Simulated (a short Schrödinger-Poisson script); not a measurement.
System: MOS inversion layer, Si3N4 on p-type Si(111), at 300 K.

| layer | material | thickness (nm) | Na (cm⁻³) |
|---|---|---|---|
| 1 | Si3N4 | 3.3 | - |
| 2 | Si | 700 | 3.8e17 |

Constants are typed, rounded textbook-type inputs, not results; the design itself was drawn at random and stands for no fabricated device. Si3N4: permittivity 7.5, conduction-band edge (eV) 1.95, gap (eV) 5.1, electron mass (mₑ) 0.5. Si: permittivity 11.7, conduction-band edge (eV) 0, gap (eV) 1.124, Nv at 300 K (cm⁻³) 3.1e19.

Channel valleys (confinement mass, in-plane density-of-states mass, number): Δ6 0.258, 0.358, 6. At the gate the conduction-band edge of layer 1 lies 2.56 eV − eVg above the Fermi level of the channel; the field vanishes at the back. Gaps are held at their typed values at every temperature. Mesh 0.03 nm at interfaces.

Solved with a short Schrödinger-Poisson script written for these runs: 1D Poisson equation in equilibrium, electrons classical, Fermi-Dirac, parabolic valleys, classical holes, full ionisation, no traps, pinning or gate leakage.

The same stack at other levels of the model or other numerical settings:

```json
[
 {"run": "base", "sheet density of all electrons at Vg = 1.5 V (cm⁻²)": "7.79e12", "sheet density of all electrons at Vg = 0.9 V (cm⁻²)": "1.43e12", "capacitance at Vg = 1.5 V (μF/cm²)": "1.78", "centroid of the channel electrons at Vg = 1.5 V (nm)": "0.61", "rough cost against the base": "about 1"},
 {"run": "electrons treated as classical, Boltzmann", "sheet density of all electrons at Vg = 1.5 V (cm⁻²)": "[?]", "sheet density of all electrons at Vg = 0.9 V (cm⁻²)": "[?]", "capacitance at Vg = 1.5 V (μF/cm²)": "1.88", "centroid of the channel electrons at Vg = 1.5 V (nm)": "[?]", "rough cost against the base": "0.2"},
 {"run": "electrons treated as quantum, Hartree", "sheet density of all electrons at Vg = 1.5 V (cm⁻²)": "6.37e12", "sheet density of all electrons at Vg = 0.9 V (cm⁻²)": "8.17e11", "capacitance at Vg = 1.5 V (μF/cm²)": "1.61", "centroid of the channel electrons at Vg = 1.5 V (nm)": "1.67", "rough cost against the base": "5"},
 {"run": "mesh six times as coarse", "sheet density of all electrons at Vg = 1.5 V (cm⁻²)": "7.65e12", "sheet density of all electrons at Vg = 0.9 V (cm⁻²)": "1.39e12", "capacitance at Vg = 1.5 V (μF/cm²)": "1.75", "centroid of the channel electrons at Vg = 1.5 V (nm)": "0.69", "rough cost against the base": "0.4"}
]
```

Q: Complete the blanks.

A: 
- electrons treated as classical, Boltzmann, sheet density of all electrons at Vg = 1.5 V (cm⁻²): 8.16e12
- electrons treated as classical, Boltzmann, sheet density of all electrons at Vg = 0.9 V (cm⁻²): 1.47e12
- electrons treated as classical, Boltzmann, centroid of the channel electrons at Vg = 1.5 V (nm): 0.45

The classical rows ignore confinement, and Boltzmann statistics overrate the density once the band edge passes the Fermi level.
